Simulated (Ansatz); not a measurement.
# ScIr₃ in the Cu3Au type structure (space group Pm-3m, No. 221; a cell from a computed database, its experimental status unchecked)

```
ScIr3
1.0
    3.89622     0.00000     0.00000
    0.00000     3.89622     0.00000
    0.00000     0.00000     3.89622
Sc Ir
1 3
Cartesian
  0.00000   0.00000   0.00000
  0.00000   1.94811   1.94811
  1.94811   0.00000   1.94811
  1.94811   1.94811   0.00000
```

Computed with DFT with PBEsol, PAW potentials and a 420 eV plane-wave cutoff in Ansatz (an electronic-structure program), no spin-orbit coupling. Settings: 12×12×12 k-points, 0.05 eV Fermi–Dirac smearing.

Volume per atom: 14.79 Å³
Density: 17.45 g/cm³
Band gap: zero
Total energy: -9377.712 eV/atom (σ→0; compares only within this code and set-up)

Stability against distortions was not tested. The final runs are not spin-polarised.
